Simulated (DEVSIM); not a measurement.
System: abrupt Si p-n junction, at 350 K.

Layer 1 from the left is Si, thickness (μm) 26.0, Na (cm⁻³) 3.3e16, τn (s) 5.7e-6, τp (s) 5.7e-6. Layer 2 from the left is Si, thickness (μm) 200, Nd (cm⁻³) 9.7e17, τn (s) 5.7e-6, τp (s) 5.7e-6.

Left contact: ohmic. Right contact: ohmic. Voltage is applied to the left contact. Recombination: SRH at mid-gap. Mobility is μmin + (μ − μmin)/(1 + (N/Nref)^α).

This is a model device: material constants are rounded textbook-type values typed into the input, and sizes, dopings and lifetimes were drawn at random. Values at 300 K; Nc and Nv go as T^1.5, mobilities as T to minus their exponent, the gap by Varshni's rule with the affinity fixed.

Si: gap (eV) 1.124, affinity (eV) 4.05, permittivity 11.7, Nc (cm⁻³) 2.86e19, Nv (cm⁻³) 3.1e19, μn (cm²/Vs) 1417, μp (cm²/Vs) 470, μn,min 52, μp,min 45, Nref,n 9.7e16, Nref,p 2.2e17, αn 0.68, αp 0.72, T exponent of μn 2.3, T exponent of μp 2.2, Varshni α (eV/K) 0.000473, Varshni β (K) 636.

### Question
Estimate by hand the built-in potential, the peak field at zero bias, the capacitance at -2 V, and compare with a numerical solution.

### Answer

- Built-in potential: ni = √(Nc Nv) exp(−Eg/2kT) = 3.78e11 cm⁻³ with Eg = 1.111 eV; Vbi = kT/q ln(Na Nd/ni²) = 0.788 V; numerical 0.788 V.
- Peak field at zero bias: depletion approximation: W = √(2εVbi/(qN)) = 0.179 μm with N = 3.19e16 cm⁻³; field = 2Vbi/W = 88200 V/cm; numerical 93300 V/cm (estimate below by 5.5 %).
- Capacitance at -2 V: C = √(qεN / 2(Vbi + |V|)) = 30.8 nF/cm²; numerical 31.2 nF/cm² (estimate below by 1.1 %).

DEVSIM, 1D drift-diffusion, Boltzmann statistics, complete ionisation; no tunnelling, impact ionisation, image-force lowering or self-heating.
